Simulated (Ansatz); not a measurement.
Pressure series in TiO2

The reference is TiO2 in the anatase structure (space group I4_1/amd, No. 141).

```
CELL_PARAMETERS angstrom
     -1.89921     1.89921     4.85192
      1.89921    -1.89921     4.85192
      1.89921     1.89921    -4.85192
ATOMIC_POSITIONS crystal
  Ti 0.50000 0.50000 0.00000
  Ti 0.25000 0.75000 0.50000
  O  0.29360 0.29360 0.00000
  O  0.04360 0.54360 0.50000
  O  0.45640 0.95640 0.50000
  O  0.70640 0.70640 0.00000
```

Cell and atoms are relaxed at each pressure.

All numbers come from PBE (Ansatz, a first-principles code; PAW; 420 eV plane waves; no spin-orbit coupling), earlier PAW set.

```json
[
 {"change": "base", "smallest direct gap": "2.43 eV", "volume per atom": "11.67 Å³"},
 {"change": "pressure −2 GPa", "smallest direct gap": "2.42 eV", "volume per atom": "11.80 Å³"},
 {"change": "pressure −1 GPa", "smallest direct gap": "2.42 eV", "volume per atom": "11.74 Å³"},
 {"change": "pressure 1.8 GPa", "smallest direct gap": "2.45 eV", "volume per atom": "[?]"},
 {"change": "pressure 4.2 GPa", "smallest direct gap": "2.46 eV", "volume per atom": "11.40 Å³"},
 {"change": "pressure 9 GPa", "smallest direct gap": "2.48 eV", "volume per atom": "[?]"},
 {"change": "pressure 18 GPa", "smallest direct gap": "2.50 eV", "volume per atom": "10.62 Å³"},
 {"change": "pressure 30 GPa", "smallest direct gap": "2.46 eV", "volume per atom": "10.06 Å³"}
]
```

Task: What belongs in the blanks?

Result: 
- pressure 1.8 GPa, volume per atom: 11.55 Å³
- pressure 9 GPa, volume per atom: 11.11 Å³

Load acts through the strain it causes; cell and atoms are relaxed under it. No phonon test of stability was made. No other phases were tried under pressure. The final runs are not spin-polarised.
